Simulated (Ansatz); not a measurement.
Response to strain in Zr

Base system: Zr in the hcp (Mg type) structure (space group P6_3/mmc, No. 194; relaxed with 0.1 eV smearing).

```xyz
2
Lattice="3.2444 0.0000 0.0000 -1.6222 2.8097 0.0000 0.0000 0.0000 5.1584" Properties=species:S:1:pos:R:3 pbc="T T T"
Zr     0.0000     1.8731     3.8688
Zr     1.6222     0.9366     1.2896
```

Cartesian axes are those of the cell as printed.

Strains are applied to the cell and any free atomic positions relax; under biaxial strain the out-of-plane vector relaxes too; under stress the whole cell relaxes.

Method: Kohn–Sham DFT with the r2SCAN functional, run in Ansatz (an electronic-structure program) with PAW and 500 eV plane waves, no SOC, earlier PAW set.

Notes on the quantities. pressure: mean of the normal stresses, compression positive.

```json
[
 {"change": "base", "shortest interatomic distance": "3.188 Å", "pressure": "0.0 GPa", "space group": "P6_3/mmc (No. 194)"},
 {"change": "biaxial strain −2.39 %, plane normal [001], relaxed out of plane", "shortest interatomic distance": "3.167 Å", "pressure": "2.7 GPa", "space group": "P6_3/mmc (No. 194)"},
 {"change": "biaxial strain −0.35 %, plane normal [001], relaxed out of plane", "shortest interatomic distance": "3.189 Å", "pressure": "0.4 GPa", "space group": "P6_3/mmc (No. 194)"},
 {"change": "biaxial strain +0.84 %, plane normal [001], relaxed out of plane", "shortest interatomic distance": "3.184 Å", "pressure": "[?]", "space group": "P6_3/mmc (No. 194)"},
 {"change": "biaxial strain +1.13 %, plane normal [001], relaxed out of plane", "shortest interatomic distance": "3.183 Å", "pressure": "[?]", "space group": "P6_3/mmc (No. 194)"},
 {"change": "biaxial strain +4.98 %, plane normal [001], relaxed out of plane", "shortest interatomic distance": "3.171 Å", "pressure": "[?]", "space group": "P6_3/mmc (No. 194)"},
 {"change": "isotropic strain +5.33 %", "shortest interatomic distance": "3.358 Å", "pressure": "-11.4 GPa", "space group": "P6_3/mmc (No. 194)"},
 {"change": "uniaxial strain ε_xx = −0.25 %", "shortest interatomic distance": "3.184 Å", "pressure": "0.2 GPa", "space group": "Cmcm (No. 63)"},
 {"change": "tensor shear ε_yz = −0.96 %", "shortest interatomic distance": "3.159 Å", "pressure": "0.0 GPa", "space group": "C2/m (No. 12)"},
 {"change": "uniaxial stress, 3 GPa compression along x", "shortest interatomic distance": "3.158 Å", "pressure": "–", "space group": "Cmcm (No. 63)"}
]
```

Task: Some entries are withheld; estimate them.

Result: 
- biaxial strain +0.84 %, plane normal [001], relaxed out of plane, pressure: -0.9 GPa
- biaxial strain +1.13 %, plane normal [001], relaxed out of plane, pressure: -1.3 GPa
- biaxial strain +4.98 %, plane normal [001], relaxed out of plane, pressure: -4.9 GPa

Beyond what the load breaks, stability against distortions was not tested. All final runs are without spin polarisation.
